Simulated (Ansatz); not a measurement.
**Effect of pressure 4.5 GPa on TiN**

Start from TiN in the rock salt structure (space group Fm-3m, No. 225; a = 4.247 Å).

One thing is altered: a hydrostatic pressure of 4.5 GPa.

Calculations: Ansatz (an electronic-structure program) PBE, no SOC. Γ-centred 19×19×19 mesh, Fermi–Dirac width 0.05 eV.

The density goes up by 0.08 g/cm³, from 5.37 g/cm³ to 5.45 g/cm³ and the lattice parameter a drops by 0.022 Å, from 4.247 Å to 4.225 Å. The shortest interatomic distance drops by 0.011 Å, from 2.123 Å to 2.112 Å and the enthalpy H = E + PV relative to the base's energy is +0.27 eV/atom. The band gap is still zero.

Cost of the whole job for the changed cell (relaxation, final SCF and bands): roughly 9 core-seconds.

Load acts through the strain it causes; cell and atoms are relaxed under it. Whether these cells are dynamically stable was not tested. All final runs are without spin polarisation. An odd electron count without spin: TiN.
